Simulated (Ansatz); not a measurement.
All values below come from PBE (plane waves to 420 eV, PAW; Ansatz, an electronic-structure program).

Host crystal: anatase TiO2, with a band gap (PBE, scalar-relativistic without spin-orbit coupling).

Plane-averaged electrostatic potential energy along the normal, in eV from the Fermi level, for F on the 1x1 (101) surface of anatase TiO2 (cut with top plane O), one in a 1x1 cell, started at the site 'bridge O-O (span 2.8 Å)':

```tsv
z (Å)	V (eV)
5.34	7.42
5.64	7.42
5.94	7.42
6.23	7.42
6.53	7.42
6.83	7.42
7.12	7.42
7.42	7.42
7.72	7.40
8.02	7.37
8.31	7.28
8.61	7.02
8.91	6.16
9.20	3.75
9.50	1.13
9.80	-2.42
10.09	-5.64
10.39	-8.74
10.69	-10.31
10.98	-8.58
11.28	-4.78
11.58	-1.28
11.88	0.91
12.17	2.72
12.47	3.89
12.77	2.92
13.06	0.76
13.36	-1.46
13.66	-4.07
13.95	-7.52
14.25	-9.82
14.55	-8.28
14.84	-4.94
15.14	-2.46
15.44	-0.03
15.73	2.61
16.03	3.79
16.33	2.73
16.62	0.89
16.92	-1.19
17.22	-3.41
17.52	-5.92
17.81	-7.80
18.11	-6.97
18.41	-5.43
18.70	-3.71
19.00	-1.14
19.30	2.78
19.59	5.10
19.89	5.02
20.19	5.47
20.48	6.98
20.78	8.75
21.08	9.11
21.38	9.22
21.67	9.25
21.97	9.26
22.27	9.27
22.56	9.27
22.86	9.27
23.16	9.27
23.45	9.27
23.75	9.27
24.05	9.27
24.34	9.27
```

Set-up: 19 atoms, 9.4 Å thick at the start under the adsorbate (thin: gaps and levels are the slab's own); mesh 6x4x1; 0.01 eV smearing; dipole correction on; 7 atoms held, the rest relaxed; no symmetry held; spin-polarised, ending with about 1.0 μB a cell, a value that depends on the mesh; orders that need a larger cell were not tried, no spin-orbit, no U, no dispersion correction. The slab shows no gap over 0.04 eV on its mesh. At the end it is bonded to Ti. In PBE it is, or lies within 0.03 eV of, the lowest of the starts that converged.

Problem. The surface cell has an area of 19.79 Å². What dipole along the normal does the step between the two vacuum levels imply?

Solution. the top vacuum level lies 1.85 eV above the bottom one; p = −ε₀ A ΔV (ε₀ = 0.005526 e/(V·Å)) gives -0.20 e·Å a cell.
